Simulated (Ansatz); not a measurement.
# What x(Cs) = 0.25, 4 atoms, P4/mmm does to Ba

The parent structure is Ba in the bcc (W type) structure (space group Im-3m, No. 229; a = 4.881 Å).

The other end (x = 1) is Cs in the bcc (W type) structure (space group Im-3m, No. 229): 108.48 Å³/atom, gap zero.

It is then changed as follows: a fraction x = 0.25 of the Ba sites is given to Cs, ordered in a cell of 4 atoms (starting symmetry P4/mmm) and fully relaxed.

Level of theory: PBEsol/PAW in Ansatz (a program for electronic structure), scalar-relativistic without spin-orbit coupling. k-mesh 7×7×10 (Γ-centred); smearing 0.05 eV (Fermi–Dirac), for the changed cell.

| quantity | base | changed | shift |
|---|---|---|---|
| volume per atom | 58.13 Å³ | 64.63 Å³ | +6.509 Å³ |
| density | 3.92 g/cm³ | 3.50 g/cm³ | -0.42 g/cm³ |
| shortest interatomic distance | 4.227 Å | 4.387 Å | +0.1606 Å |
| band gap | zero | zero | – |
| mixing energy (to 0.01 eV only: unlike meshes or grids) | – | +0.14 eV/atom | – |
| deviation of the volume from the linear (Vegard-type) interpolation | – | -8.6 % | – |

Final structure:

```xyz
4
Lattice="7.3777 0.0000 0.0000 0.0000 7.3777 0.0000 0.0000 0.0000 4.7499" Properties=species:S:1:pos:R:3 pbc="T T T"
Ba     3.6889     0.0000     0.0000
Cs     3.6889     3.6889     2.3749
Ba     0.0000     0.0000     2.3749
Ba     0.0000     3.6889     0.0000
```

These are small ordered cells, not random alloys; other orderings at the same x differ. No phonon test of stability was made. The base started in Cmcm and relaxed to Im-3m at this level. All final runs are without spin polarisation. An odd electron count without spin: CsBa3.
